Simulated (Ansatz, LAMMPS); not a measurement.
Random Si-Ge alloy, 5x5x5 cubic cells, lattice parameter by Vegard's rule

Cell 28.30 × 28.30 × 28.30 Å, Si346Ge654, 1000 atoms. Prepared with Tersoff's 1989 multicomponent potential (SiCGe.tersoff) run with LAMMPS: minimisation. 

All values below come from PBE, support functions at accuracy medium on the grid of 370 eV (norm-conserving potentials; Ansatz, a program for electronic structure).

Basis: localised support functions (accuracy medium) on a full density matrix. k-points: zone centre alone; occupations: Fermi-Dirac, 0.020 eV; spin polarisation not allowed. No spin-orbit coupling.

| Property | Value |
|---|---|
| energy over the perfect crystal(s), per atom | 19 meV/atom |
| Kohn-Sham gap of the cell on its k-mesh | 0.48 eV |
| coordination (neighbours within 2.914 Å) | 100.0 % 4-fold |
| Ge-Ge bonds, mean ± spread | 2.484 ± 0.008 Å |
| Ge-Si bonds, mean ± spread | 2.437 ± 0.008 Å |
| Si-Si bonds, mean ± spread | 2.390 ± 0.009 Å |
| bond angles, mean ± spread | 109.5° ± 1.2° |
| pressure | -0.42 GPa |
| cost of the final run | about 70 core-minutes (a rough figure), 13 SCF iterations, 20 GiB |
